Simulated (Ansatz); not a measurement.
**Several settings converged on NbZn3 (P4mm, 4 atoms in the cell)**

```
CELL_PARAMETERS angstrom
      3.89825     0.00000     0.00000
      0.00000     3.89825     0.00000
      0.00000     0.00000     3.89825
ATOMIC_POSITIONS crystal
  Nb 0.00000 0.00000 0.01283
  Zn 0.50000 0.00000 0.50000
  Zn 0.00000 0.50000 0.50000
  Zn 0.50000 0.50000 0.00000
```

Base method: LDA (PW92), default PAW files made with PBE (plane waves; Ansatz, a quantum-chemistry and plane-wave program).

Base settings: basis.ecutwfc = 420 eV; kpoints.mp_grid.grid = 9 9 9; hamiltonian.xc = lda; hamiltonian.pseudopotentials = {kind: paw} (the program's default PAW files); scf.occupations.method = gaussian; scf.occupations.width = 0.1 eV.

The count of work is k-points × plane waves × bands × iterations; it is no time. 

**The width of Fermi-Dirac smearing**

In this ladder: kpoints.mp_grid.grid = 15 15 15; scf.occupations.method = fermi_dirac.

Narrow widths need finer meshes than wide ones, so the last steps can hold mesh noise.

Only quantities that move along the ladder and can be compared are tabulated; pressure and forces are left out, as mesh noise rules them at narrow widths.

```csv
scf.occupations.width,free energy less the last step's (meV/atom),energy extrapolated to zero width less the last step's (meV/atom)
1 eV,-748.86,36.00
0.5 eV,-169.09,14.15
0.3 eV,-55.46,3.98
0.2 eV,-22.58,1.69
0.1 eV,-4.13,0.45
0.05 eV,0.00,0.00
```

Widest scf.occupations.width that holds the energy extrapolated to zero width within 2 meV/atom of the last step, with all finer ones: 0.2 eV; the step before is off by 4.0 meV/atom.

Widest scf.occupations.width that holds the free energy within 5 meV/atom: not settled: the last two steps still differ by 4.1 meV/atom, over half the tolerance, so the ladder does not show it.

The extrapolation to zero width removes most of the smearing's effect on the energy.

**The width of Methfessel-Paxton smearing**

In this ladder: kpoints.mp_grid.grid = 15 15 15; scf.occupations.method = methfessel_paxton.

Narrow widths need finer meshes than wide ones, so the last steps can hold mesh noise.

Only quantities that move along the ladder and can be compared are tabulated; pressure and forces are left out, as mesh noise rules them at narrow widths.

| scf.occupations.width | free energy less the last step's (meV/atom) |
|---|---|
| 1 eV | 12.56 |
| 0.5 eV | 2.63 |
| 0.3 eV | 0.87 |
| 0.2 eV | 0.51 |
| 0.1 eV | 0.08 |
| 0.05 eV | 0.00 |

Widest scf.occupations.width that holds the free energy within 1 meV/atom of the last step, with all finer ones: 0.3 eV; the step before is off by 2.6 meV/atom.

**The mesh under tetrahedron occupations**

In this ladder: scf.occupations.method = tetrahedron; scf.occupations.width = default.

Only quantities that move along the ladder and can be compared are tabulated.

| kpoints.mp_grid.grid | free energy less the last step's (meV/atom) | largest difference of a force vector from the last step's (eV/Å) | count of work / last |
|---|---|---|---|
| 4 4 4 | 7.01 | 0.010 | 0.026 |
| 5 5 5 | 4.04 | 0.004 | 0.020 |
| 6 6 6 | 5.94 | 0.004 | 0.055 |
| 7 7 7 | 2.05 | 0.003 | 0.055 |
| 8 8 8 | 0.63 | 0.002 | 0.10 |
| 10 10 10 | -0.07 | 0.001 | 0.17 |
| 13 13 13 | 0.10 | 0.001 | 0.27 |
| 16 16 16 | -0.01 | 0.000 | 0.56 |
| 20 20 20 | 0.00 | 0.000 | 1.0 |

Coarsest kpoints.mp_grid.grid that holds the free energy within 5 meV/atom of the last step, with all finer ones: 7 7 7, at 0.055 of the last step's count of work; the step before is off by 5.9 meV/atom.

Coarsest kpoints.mp_grid.grid that holds the forces within 0.005 eV/Å of the last step, with all finer ones: 5 5 5, at 0.020 of the last step's count of work; the step before is off by 0.010 eV/Å.

On the base run: the starting cell comes from a database of computed structures (which also holds hypothetical and non-ambient phases and stackings), without a prior relaxation at this level. Its lattice was rescaled by up to half a per cent. One atom was moved a little off its site on purpose. Spin polarisation is off. In the base run, with a pressure of about -6 GPa the cell is away from its equilibrium volume at this level. Ansatz's pressure includes its estimate of the finite-basis (Pulay) stress.

Left out of this page: 4 runs of the series outside the window shown, repeating another row's setting, or not comparable.

Keys are those of Ansatz 0.2.
